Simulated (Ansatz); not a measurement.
This concerns the reaction energy. Reaction: 1/2 CH4 (gas) → 1/2 C (graphite) + H2 (gas). Negative: the products are lower in energy.

C (graphite, P6₃/mmc), 4 atoms in the cell, k-point mesh 18×18×6 on the run's own vectors. Conventional cell: a = 2.4650 Å, b = 2.4650 Å, c = 6.7411 Å, α = 90.00°, β = 90.00°, γ = 120.00°.

An isolated H2 molecule (singlet) in a box of 11 × 11 × 13 Å.

An isolated CH4 molecule (singlet) in a box of 12 × 12 × 13 Å.

All numbers come from Ansatz (a quantum-chemistry and plane-wave program), plane waves with PAW, its PAW set soft_1, cutoff 420 eV, 500 eV for r2SCAN. The structures are at rest with PBE+D3(BJ); other levels are single points on them. HSE06 runs on coarser k-point meshes, mended by the PBE difference between the two meshes. Some cells are metallic or hold partly filled levels, where a hybrid on a coarse mesh is less sure. Neutral cells; Fermi-Dirac smearing of at most 0.05 eV in the solids, energies taken to zero width. The lattices are those relaxed with PBE+D3(BJ), so at other levels the solids can be strained, which adds to the spread. A dispersion term (D3(BJ), or D4 for r2SCAN) was computed beside these levels and is taken off wherever the name lacks it. Static lattices, no vibrational contributions. No structure search was made; lower ones may exist.

### Question
Estimate the value that PBE+D3(BJ) returns for this input.

### Answer
0.58 eV, for 1/2 CH4 (gas) → 1/2 C (graphite) + H2 (gas).

### Question
What do the other levels give, and how wide is the spread?

### Answer
```tsv
Method	value (eV)	less PBE+D3(BJ)
PBE	0.65	0.07
r2SCAN+D4	0.59	0.01
HSE06	0.69	0.11
```

The levels span 0.11 eV, from PBE+D3(BJ) (0.58) to HSE06 (0.69).
